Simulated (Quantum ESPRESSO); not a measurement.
Checking a run of Quantum ESPRESSO on LiNbO3 (R3c, 10 atoms in the cell). The aim is a self-consistent single point with DFT, LDA (PW92), plane waves, PseudoDojo standard norm-conserving (LDA) pseudopotentials.

Cell that was meant: a = 5.4240 Å, b = 5.4240 Å, c = 5.4240 Å, α = 56.71°, β = 56.71°, γ = 56.71°.

Part of the input:

```fortran
   degauss = 0.0099958
/
&electrons
   conv_thr = 1.0d-3
   mixing_beta = 0.7
/
ATOMIC_SPECIES
```

Log, with long lists cut:

```
     Message from routine setup:
     using ibrav=0 with symmetry is DISCOURAGED, use correct ibrav instead
     G-vector sticks info
   [... lines left out ...]
                       cart. coord. in units 2pi/alat
        k(    1) = (   0.0000000   0.0000000   0.0000000), wk =   0.0160000
        k(    2) = (   0.0000000  -0.2431209   0.0797257), wk =   0.0960000
        k(    3) = (   0.0000000  -0.4862418   0.1594514), wk =   0.0960000
   [... 16 lines left out ...]

     Dense  grid:    74535 G-vectors     FFT dimensions: (  64,  64,  64)

     Initial potential from superposition of free atoms

     starting charge      67.9870, renormalised to      68.0000
     Self-consistent Calculation

     iteration #  1     ecut=    85.00 Ry     beta= 0.70

     total energy              =    -474.68795918 Ry
     estimated scf accuracy    <       4.35226690 Ry

     iteration #  2     ecut=    85.00 Ry     beta= 0.70

     total energy              =    -473.65512530 Ry
     estimated scf accuracy    <      15.73869560 Ry

     iteration #  3     ecut=    85.00 Ry     beta= 0.70

     total energy              =    -476.93579797 Ry
     estimated scf accuracy    <       0.25743040 Ry

   [... 2 blocks of this kind left out ...]

     iteration #  6     ecut=    85.00 Ry     beta= 0.70

     total energy              =    -476.92126311 Ry
     estimated scf accuracy    <       0.00423969 Ry

     iteration #  7     ecut=    85.00 Ry     beta= 0.70
     End of self-consistent calculation

     the Fermi energy is     9.2887 ev

!    total energy              =    -476.92120410 Ry
     estimated scf accuracy    <       0.00050411 Ry
     smearing contrib. (-TS)   =      -0.00000000 Ry
     internal energy E=F+TS    =    -476.92120410 Ry

     convergence has been achieved in   7 iterations

     Forces acting on atoms (cartesian axes, Ry/au):

     atom    1 type  1   force =    -0.00000000   -0.00000000    0.00413919
     atom    2 type  1   force =     0.00000000    0.00000000    0.00413919
     atom    3 type  2   force =     0.00000000    0.00000000   -0.00293430
     atom    4 type  2   force =     0.00000000    0.00000000   -0.00293430
   [... lines left out ...]
     Total force =     0.064951     Total SCF correction =     0.017956
   [... lines left out ...]

          total   stress  (Ry/bohr**3)                   (kbar)     P=       33.65
   0.00023034   0.00000000   0.00000000           33.88        0.00        0.00
   0.00000000   0.00023034   0.00000000            0.00       33.88        0.00
   0.00000000   0.00000000   0.00022564            0.00        0.00       33.19

   JOB DONE.
```

Question: Can these results be used? Check the input.

Answer: The run is not sound. The fault is a convergence threshold that is too loose. A loop that stops early leaves an energy error of second order in the density error, but errors of first order in forces and stress. To fix it, tighten the threshold. The run converged in 7 iterations without an error; against the sound input the free energy is nearly the same (within 1 meV/atom), the pressure goes from 2.99 to 3.37 GPa, the largest force goes from 0.713 to 0.678 eV/Å and the gap on the mesh goes from 3.168 to 3.126 eV. The full log also holds: “SCF correction compared to forces is large: reduce conv_thr to get better values”.

The sound input it was made from differs as follows (other fixes are possible):
```diff
-   conv_thr = 1.0d-3
+   conv_thr = 1.0d-9
```

With that input, the run converged in 12 iterations: free energy E − TS -6488.8486 eV; top of the valence band (on the code's own zero) 7.27 eV; gap on the k-point mesh 3.17 eV; pressure 2.99 GPa; largest force (vector length) 0.713 eV/Å (DFT, LDA (PW92), plane waves, PseudoDojo standard norm-conserving (LDA) pseudopotentials).

On the sound input: the starting cell was generated: these elements placed on a structure prototype, without a prior relaxation; it need not be a known phase or ordering of this composition. Its lattice was rescaled by a random factor within 2.5 % of one.
